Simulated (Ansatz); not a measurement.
**Response to strain in Sn**

Base system: Sn in the diamond structure (space group Fd-3m, No. 227; a = 6.5402 Å; relaxed with 0.1 eV smearing). Axes: x, y, z lie along the cube axes.

Strains are applied to the cell and any free atomic positions relax.

Level of theory: PBEsol (Ansatz, a first-principles code; PAW; 420 eV plane waves; scalar-relativistic without spin-orbit coupling).

Notes on the quantities. energy relative to the base: free energy F; pressure: mean of the normal stresses, compression positive.

```csv
change,energy relative to the base,volume per atom,pressure
base,0 meV/atom,34.97 Å³,0.0 GPa
uniaxial strain ε_zz = −3.00 %,+6.3 meV/atom,33.92 Å³,1.4 GPa
uniaxial strain ε_zz = −2.00 %,+2.8 meV/atom,34.27 Å³,0.9 GPa
uniaxial strain ε_zz = −1.50 %,+1.6 meV/atom,34.44 Å³,0.7 GPa
uniaxial strain ε_zz = −1.00 %,?,34.62 Å³,?
uniaxial strain ε_zz = +0.50 %,+0.2 meV/atom,35.14 Å³,-0.2 GPa
uniaxial strain ε_zz = +1.00 %,+0.6 meV/atom,35.32 Å³,-0.4 GPa
uniaxial strain ε_zz = +1.50 %,+1.5 meV/atom,35.49 Å³,-0.6 GPa
uniaxial strain ε_zz = +2.00 %,+2.6 meV/atom,35.67 Å³,-0.8 GPa
uniaxial strain ε_zz = +2.50 %,+4.0 meV/atom,35.84 Å³,-1.0 GPa
```

**Question.** Complete the table.

**Answer.** 
- uniaxial strain ε_zz = −1.00 %, energy relative to the base: +0.7 meV/atom
- uniaxial strain ε_zz = −1.00 %, pressure: 0.4 GPa

Whether these cells are dynamically stable was not tested.
